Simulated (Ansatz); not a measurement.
# A computed series for Zr: response to strain

Consider Zr in the hcp (Mg type) structure (space group P6_3/mmc, No. 194; a = 3.2443 Å, c = 5.1580 Å; relaxed with 0.1 eV smearing).

Strains are applied to the cell and any free atomic positions relax.

Calculations: r2SCAN (Ansatz, a first-principles code; PAW; 500 eV plane waves; no spin-orbit coupling).

Notes on the quantities. pressure: mean of the normal stresses, compression positive.

| case | pressure | shortest interatomic distance |
|---|---|---|
| base | 0.0 GPa | 3.187 Å |
| isotropic strain −3.00 % | 10.0 GPa | 3.092 Å |
| isotropic strain −2.50 % | 8.1 GPa | 3.108 Å |
| isotropic strain −2.00 % | 6.3 GPa | 3.124 Å |
| isotropic strain −1.50 % | 4.6 GPa | 3.140 Å |
| isotropic strain −1.00 % | 3.0 GPa | 3.156 Å |
| isotropic strain −0.50 % | 1.5 GPa | 3.172 Å |

Whether these cells are dynamically stable was not tested. The final runs are not spin-polarised.
